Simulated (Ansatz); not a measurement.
Input and output of a self-consistent single point for MoS₂ (R3m, 3 atoms in the cell) (Ansatz, a program for electronic structure).

Method of the run: PBE, harder PAW files (source: ansatz) (plane waves; Ansatz).

```yaml
crystal:
  lattice:
    - [1.60011, 0.92382, 6.51451]
    - [-1.60011, 0.92382, 6.51451]
    - [0.00000, -1.84765, 6.51451]
  atoms:
    - { symbol: Mo, position: [0.00234, 0.00234, 0.00234] }
    - { symbol: S, position: [0.41294, 0.41294, 0.41294] }
    - { symbol: S, position: [0.25330, 0.25330, 0.25330] }
```

Reference input (self-consistent single point, DFT, PBE, plane waves, default PAW files): basis.ecutwfc = 420 eV; kpoints.mp_grid.grid = 9 9 9; hamiltonian.xc = pbe; hamiltonian.pseudopotentials = {kind: paw} (the program's default PAW files); scf.occupations.method = fermi_dirac; scf.occupations.width = 0.01 eV. This run's input differs from it in these lines:

Ansatz 0.2 input:
```diff
@@ -10,3 +10,3 @@
 basis:
-  ecutwfc: 420.0
+  ecutwfc: 230.0
 kpoints:
@@ -18,2 +18,3 @@
     kind: paw
+    source: ansatz
 scf:
```

The program printed (abridged):

```
SCF iter   1: F=—  HF=-6757.419645 eV  |F-HF|=—  |Δ(HF+E_count)|=         —  Δρ=8.97e-2  dr2=5.60e0  ethr=3.10e-3  ⟨swp⟩=6.0  Hψ=8285  notcnv=0
all-band conjugate gradients solve this SCF's bands
preconditioner: auto → none
SCF iter   2: F=—  HF=-6757.006878 eV  |F-HF|=—  |Δ(HF+E_count)|=   4.13e-1  Δρ=8.11e-2  dr2=1.01e1  ethr=3.10e-3  ⟨swp⟩=3.0  Hψ=4139  notcnv=0
   [... lines left out ...]
SCF iter   8: F=—  HF=-6755.663796 eV  |F-HF|=—  |Δ(HF+E_count)|=   4.59e-4  Δρ=8.74e-4  dr2=9.25e-4  ethr=1.42e-5  ⟨swp⟩=1.8  Hψ=1722  notcnv=0
SCF iter   9: F=—  HF=-6755.663659 eV  |F-HF|=—  |Δ(HF+E_count)|=   1.37e-4  Δρ=2.01e-4  dr2=4.96e-5  ethr=3.56e-6  ⟨swp⟩=1.8  Hψ=1696  notcnv=0
SCF iter  10: F=—  HF=-6755.663572 eV  |F-HF|=—  |Δ(HF+E_count)|=   8.69e-5  Δρ=2.13e-5  dr2=5.78e-7  ethr=1.91e-7  ⟨swp⟩=2.6  Hψ=2190  notcnv=0
SCF iter  11: F=-6755.663572 eV  HF=-6755.663572 eV  |F-HF|=2.01e-9  |Δ(HF+E_count)|=   7.15e-8  Δρ=1.52e-6  dr2=2.53e-9  ethr=3.85e-10  ⟨swp⟩=5.8  Hψ=6395  notcnv=0
SCF 1 converged in 11 iterations: F = -6755.663572 eV  dr2 = 2.53e-9
Free energy (F): -6755.663572 eV
Internal energy: -6755.663572 eV  (E = F + TS)
E sigma→0 (E₀):  -6755.663572 eV
Fermi energy:    10.322135 eV
--- Forces (eV/Å), atoms counted from 1 ---
  atom   1  Mo    -0.00000000    -0.00000000    -1.34477147
  atom   2  S      0.00000000     0.00000000     0.63181372
  atom   3  S     -0.00000000    -0.00000000     0.71297601
--- Stress (GPa, compression-positive) ---
       -4.510170       0.000000       0.000000
        0.000000      -4.510170      -0.000000
        0.000000      -0.000000       0.213260
  P = ⅓ Tr σ = -2.9357 GPa (-29.357 kbar)
  The stress holds the Pulay correction. Without it, at fixed plane waves, as pw.x and ABINIT print it: P = -87.2767 GPa
```

The run converged in 11 iterations. Against the reference run the pressure goes from -0.48 to -2.94 GPa, the largest force goes from 1.447 to 1.345 eV/Å and the gap on the mesh goes from 1.040 to 0.879 eV.

The starting cell comes from a database of computed structures (which also holds hypothetical and non-ambient phases and stackings), without a prior relaxation at this level. Its lattice was rescaled by up to half a per cent. One atom was moved a little off its site on purpose. Forces in this geometry exceed 1 eV/Å. Ansatz's pressure includes its estimate of the finite-basis (Pulay) stress. Without the estimate this run gives -87.28 GPa. The cutoff lies below the one recommended for these files.
